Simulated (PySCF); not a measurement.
PySCF 2.14.0, unrestricted HF/def2-svpd, df: Nb(O)(Cl)3 triplet ([O]=[Nb]([Cl])([Cl])[Cl]), charge 0, multiplicity 3, 5 atoms. The geometry is a generated start, not checked to be a minimum at this level.

- task: energy
- method: hf
- basis: def2-svpd
- two-electron scheme: density fitting
- mol.max_memory: 3000 MB
- mf.max_cycle: 100
- mf.init_guess: minao (default)
- mf.DIIS: CDIIS (default)
- mf.conv_tol: 1e-09 (default)
- effective core potentials: those of the basis set, past Kr
- basis functions: 138

```xyz
5

Nb     0.1385    -0.0607    -0.0672
O      1.5397    -0.6779    -0.7546
Cl     0.5167     0.9300     1.8567
Cl    -0.8360     1.4303    -1.3540
Cl    -1.3588    -1.6216     0.3190
```

Charge 0 and multiplicity 3 are set for this test and not shown to be the ground state.

One run each on 2 threads, 1 BLAS thread. Values of diis_space tried: 3, 5, 8 (default), 12, 20.

**Question.** How does the count of Fock builds change with diis_space, and where is it least?

**Answer.** Fewest Fock builds: 20 with 40. The count rises to 80 at 3. All converge to one solution.

```csv
diis_space,Fock builds,end
3,80,same solution
5,59,same solution
8 (default),46,same solution
12,46,same solution
20,40,same solution
```
